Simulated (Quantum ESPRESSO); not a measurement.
A self-consistent single point of ScPt3 (P1, 4 atoms in the cell) with Quantum ESPRESSO.

Method: PBEsol, GBRV 1.5 ultrasoft (PBESOL) pseudopotentials (plane waves; Quantum ESPRESSO 7.5).

```
CELL_PARAMETERS angstrom
      3.95400     0.00000     0.00000
      0.00000     3.95400     0.00000
      0.00000     0.00000     3.95400
ATOMIC_POSITIONS crystal
  Sc 0.00483 0.00408 0.99827
  Pt 0.99074 0.48551 0.50419
  Pt 0.48772 0.97875 0.49377
  Pt 0.51671 0.53166 0.00377
```

Reference input (self-consistent single point, DFT, PBEsol, plane waves, GBRV 1.5 ultrasoft (PBESOL) pseudopotentials): ecutwfc = 50 Ry; ecutrho = 400 Ry; occupations = smearing; smearing = marzari-vanderbilt; degauss = 0.019992 Ry; potentials = {Sc: sc_pbesol_v1.uspp.F.UPF, Pt: pt_pbesol_v1.4.uspp.F.UPF}; K_POINTS = automatic 6 6 6 0 0 0; conv_thr = 1e-10 Ry; mixing_beta = 0.4. This run's input differs from it in these lines:

```diff
@@ -16,3 +16,3 @@
     smearing = 'marzari-vanderbilt',
-    degauss = 0.019992,
+    degauss = 0.002205,
 /
@@ -31,3 +31,3 @@
 K_POINTS automatic
-6 6 6  0 0 0
+5 5 5  0 0 0
 CELL_PARAMETERS angstrom
```

Output, abridged:

```
     Self-consistent Calculation

     iteration #  1     ecut=    50.00 Ry     beta= 0.40

     negative rho (up, down):  5.210E-01 0.000E+00

     total energy              =    -724.15058019 Ry
     estimated scf accuracy    <       5.82820221 Ry

     iteration #  2     ecut=    50.00 Ry     beta= 0.40

     negative rho (up, down):  5.257E-01 0.000E+00

     total energy              =    -726.07297006 Ry
     estimated scf accuracy    <       2.44602166 Ry

     iteration #  3     ecut=    50.00 Ry     beta= 0.40

     negative rho (up, down):  5.176E-01 0.000E+00

     total energy              =    -726.02637781 Ry
     estimated scf accuracy    <       0.32866789 Ry

   [... 11 blocks of this kind left out ...]

     iteration # 15     ecut=    50.00 Ry     beta= 0.40

     negative rho (up, down):  5.173E-01 0.000E+00

     total energy              =    -726.20144081 Ry
     estimated scf accuracy    <          1.1E-10 Ry

     iteration # 16     ecut=    50.00 Ry     beta= 0.40

     negative rho (up, down):  5.173E-01 0.000E+00
     End of self-consistent calculation

     the Fermi energy is    20.1195 ev

!    total energy              =    -726.20144081 Ry
     estimated scf accuracy    <          1.5E-11 Ry
     smearing contrib. (-TS)   =       0.00002150 Ry
     internal energy E=F+TS    =    -726.20146232 Ry

     convergence has been achieved in  16 iterations

     negative rho (up, down):  5.173E-01 0.000E+00

     Forces acting on atoms (cartesian axes, Ry/au):

     atom    1 type  1   force =    -0.00381741    0.00379169    0.00101633
     atom    2 type  2   force =     0.02186103    0.00719174   -0.00307038
     atom    3 type  2   force =     0.01353011    0.05950899    0.01389949
     atom    4 type  2   force =    -0.03157374   -0.07049241   -0.01184543

     Total force =     0.102922     Total SCF correction =     0.000009

     negative rho (up, down):  5.173E-01 0.000E+00
          total   stress  (Ry/bohr**3)                   (kbar)     P=       21.90
   0.00006422  -0.00001095  -0.00000155            9.45       -1.61       -0.23
  -0.00001095   0.00014171   0.00005733           -1.61       20.85        8.43
  -0.00000155   0.00005733   0.00024072           -0.23        8.43       35.41

   JOB DONE.
```

The run converged in 16 iterations. Against the reference run the free energy falls by 1.6 meV/atom, the pressure goes from 1.63 to 2.19 GPa and the largest force goes from 2.098 to 2.009 eV/Å.

The starting cell comes from a database of published, mostly measured structures (it also holds non-ambient and calculated ones), without a prior relaxation at this level. Its atoms were displaced at random from the sites of space group no. 221. Spin polarisation is off. Forces in this geometry exceed 1 eV/Å.

Cost on one core of a shared machine: roughly 3 min.
